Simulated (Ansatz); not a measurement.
Base system: ZnSe in the zinc blende structure (space group F-43m, No. 216; a = 5.568 Å). Axes: x, y, z lie along the cube axes.

Computed with LDA in Ansatz (plane waves to 420 eV, PAW, no spin-orbit coupling).

It is then changed as follows: a pure shear with ε_xy = ε_yx = 0.0114, atoms relaxed at fixed cell.

Q: Predict the stress tensor and what it implies for the stiffness.

A: Stress of the strained cell less that of the base (GPa, compression positive):
```
   0.01   -0.98    0.00
  -0.98    0.01    0.00
   0.00    0.00    0.00
```

Then −Δσ/γ with γ = 2ε = 0.0228 gives relaxed-ion elastic constants: C66 ≈ 43 GPa.

Stability against distortions was not tested.

Ansatz is a first-principles code.
